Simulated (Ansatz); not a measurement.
Effective masses and thermopower of C (I4_1/amd)

```
C
1.0
    0.00000     1.74563     1.78510
    1.74563     0.00000     1.78510
    1.74563     1.74563     0.00000
C
2
Direct
  0.00000   0.00000   0.00000
  0.25000   0.25000   0.25000
```

Computed with PBE, rigid bands (plane waves, PAW, scalar-relativistic; Ansatz, a first-principles code). Condition of this run: biaxial stress in (001) of 22 GPa (compression positive) (the target of the relaxation). Geometry: cell and atoms relaxed with PBEsol, then loaded as said.

The band gap comes out as 3.93 eV and the electron conductivity mass (300 K, dilute) comes out as 0.50 (x), 0.50 (y), 0.30 (z) mₑ. The hole conductivity mass (300 K, dilute) is 0.51 (x), 0.51 (y), 0.31 (z) mₑ and the effective density of states N_c (300 K) comes out as 3.8e19 cm⁻³. The effective density of states N_v (300 K) comes out as 2.0e19 cm⁻³. The density-of-states mass, electrons is 1.31 mₑ and the density-of-states mass, holes comes out as 0.87 mₑ. The Seebeck coefficient, n-type 1e19 cm⁻³, 300 K is -331 μV/K and the best n-type power factor at 300 K for τ = 10 fs (best axis; densities from 1e16 to 1e21 cm⁻³ tried, whether or not they can be reached) comes out as 21 μW/(cm·K²) at 1e20 cm⁻³. The Seebeck coefficient, p-type 1e19 cm⁻³, 300 K is 276 μV/K and the best p-type power factor at 300 K for τ = 10 fs (best axis; densities from 1e16 to 1e21 cm⁻³ tried, whether or not they can be reached) is 9.1 μW/(cm·K²) at 3e19 cm⁻³.

Rigid bands; masses and Seebeck coefficients take one relaxation time τ for all states and one kind of carrier; polarons and phonon drag are left out. Spin-orbit coupling is left out. Geometry: cell and atoms relaxed with PBEsol.
